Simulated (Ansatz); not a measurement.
YSn₃ (Pm-3m), PBEsol, DFPT electron-phonon coupling, linearised Boltzmann equation in Ansatz (a program for electronic structure): phonon-limited resistivity 22.3 μΩ·cm at 300 K, 29.9 μΩ·cm at 400 K, current-weighted mean free path 4.6 nm, Drude plasma energy 7.41 eV.

Problem. Estimate the resistivity of a 40 nm square wire with diffuse walls from ρ ≈ ρ₀(1 + 3ℓ/4d).

Solution. 1 + 0.75 × 4.6/40 = 1.09, so ρ ≈ 24.2 μΩ·cm and a line 1 μm long has 151 Ω. The formula is the free-electron limit for d well above ℓ; grain boundaries add to it.

Problem. What temperature coefficient of resistance follows, and how does it compare with 1/T?

Solution. (ρ₄₀₀ − ρ₃₀₀)/(100 K × ρ₃₀₀) = 3.41×10⁻³ K⁻¹, against 1/T = 3.33×10⁻³ K⁻¹ for a resistivity proportional to T. Impurities would add a constant and lower it.

Problem. What is the classical skin depth at 10 GHz (nonmagnetic, μ₀ = 1.257×10⁻⁶ H/m)?

Solution. δ = √(ρ/(π f μ₀)) = 2380 nm.

A metal at this level (no band gap). Only scattering by harmonic phonons is included (no impurities, grain boundaries, electron-electron scattering or thermal expansion). Spin-orbit coupling is left out. The squared frequency of the phonon mode least converged on the k mesh is uncertain by about 10 %. Halving the electron mesh (20x20x20) moves the resistivity by up to 3 % at 300 K, the mean free path by up to 7 %. Smearing 0.20 eV; phonons on a 3x3x3 q mesh, which this run doesn't test.

Computed structure with no diffraction record at hand here (it may be known, metastable or hypothetical): YSn3 (Pm-3m).
